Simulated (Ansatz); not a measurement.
# Worked energetics: Si(111):H with one OH

Si(111):H with one OH, 3 bilayers, surface cell 11.5 x 6.6 Å, 1x2x1 k points. Method: PBE-D3(BJ) (plane waves to 420 eV, PAW; Ansatz, a first-principles code). The slab states were run without spin polarisation. Saddle heights at 0 K without zero-point terms (NEB or saddle search) between ends relaxed from single starting guesses; cell and mesh not converged. A partial Hessian shows a single imaginary mode at the top, within the atoms moved.

Step: the surface fragment of SiH2Cl2 exchanges a second ligand with a neighbouring Si-H group, starting from the surface left by an earlier step (SiH2Cl2 exchanges a ligand with a surface O-H group and HCl forms), after HCl has left.

Total energies of the cell in eV (only differences have meaning):

```json
[
 {"state": "start", "energy (eV)": "-25388.052"},
 {"state": "top of the barrier", "energy (eV)": "-25385.844"},
 {"state": "end", "energy (eV)": "-25386.706"}
]
```

Q: Work out the barrier, the reaction energy, the back barrier, the rate at 473 K and the temperature at which it reaches one per second, for an assumed prefactor of 1e13 per second.

A: Barrier = -25385.844 - (-25388.052) = 2.21 eV. Reaction energy = -25386.706 - (-25388.052) = +1.35 eV. Back barrier = -25385.844 - (-25386.706) = 0.86 eV.
With an assumed prefactor of 1e13 per second, the rate at 473 K (kT = 0.0408 eV) is 1e13 x exp(-2.21 / 0.0408) = about 10^-10.5 per second, and it reaches one per second at T = 2.21 / (8.617e-5 x ln 1e13) = about 860 K. A hydrogen atom moves in this step, so zero-point energy and tunnelling, left out here, usually make it faster, above all at low temperature.
